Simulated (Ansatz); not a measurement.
# Bi2Se3, response to strain

The parent structure is Bi₂Se₃ in the Bi2Te3 type structure (space group R-3m, No. 166; a = 4.145 Å, c = 29.266 Å (hexagonal axes)). Axes: x lies along a and z along c of the hexagonal cell.

Strains are applied to the cell and any free atomic positions relax; under biaxial strain the out-of-plane vector relaxes too.

Level of theory: DFT with r2SCAN+rVV10, PAW potentials and a 500 eV plane-wave cutoff in Ansatz (a first-principles code), no spin-orbit coupling.

Notes on the quantities. pressure: mean of the normal stresses, compression positive.

```tsv
change	out-of-plane strain	electron mass	pressure
base	–	0.45 mₑ along c, 0.11 mₑ across (at Γ)	0.0 kbar
biaxial strain −3.09 %, plane normal [001], relaxed out of plane	+3.34 %	0.43 mₑ out of plane, 0.12 mₑ in plane (at Γ)	20.1 kbar
biaxial strain −3.02 %, plane normal [001], relaxed out of plane	+3.27 %	0.43 mₑ out of plane, 0.12 mₑ in plane (at Γ)	19.6 kbar
biaxial strain +2.03 %, plane normal [001], relaxed out of plane	-2.19 %	0.47 mₑ out of plane, 0.11 mₑ in plane (at Γ)	-11.4 kbar
biaxial strain +2.13 %, plane normal [001], relaxed out of plane	-2.30 %	0.47 mₑ out of plane, 0.11 mₑ in plane (at Γ)	-11.9 kbar
biaxial strain +2.47 %, plane normal [001], relaxed out of plane	-2.73 %	0.47 mₑ out of plane, 0.11 mₑ in plane (at Γ)	-13.6 kbar
isotropic strain −2.24 %	–	0.22 mₑ along c, 0.11 mₑ across (at Γ)	31.8 kbar
```

With Bi present, leaving out spin-orbit coupling can change the band edges. The levels and masses belong to the bands next to the band gap. Masses are band curvatures over ±0.01 Å⁻¹ around the edge. Stability against distortions was not tested.
